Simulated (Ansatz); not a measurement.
We consider cubic perovskite CsSnI3 (cubic high-temperature phase), described by PBEsol+SOC (plane waves, PAW; Ansatz, a first-principles code).

Numerical settings: plane-wave cutoff 520 eV, 6×6×6 k mesh, Fermi–Dirac smearing 0.01 eV, PAW data made under PBE.

Computed at the level's own relaxed cell.

Problem. Give the computed band gap, pressure derivative B′ of the bulk modulus, bulk modulus B0, smallest direct gap on the k points sampled, lattice parameter a and direct gap at Γ.

Solution. 
- band gap = 0.22 eV (indirect)
- pressure derivative B′ of the bulk modulus = 4.8
- bulk modulus B0 = 18.0 GPa
- smallest direct gap on the k points sampled = 0.28 eV
- lattice parameter a = 6.135 Å
- direct gap at Γ = 3.95 eV

Note: the relaxation could not lower the start's symmetry, so the cell can be a saddle point above a distorted one.

Static lattice: no zero-point or thermal effects.
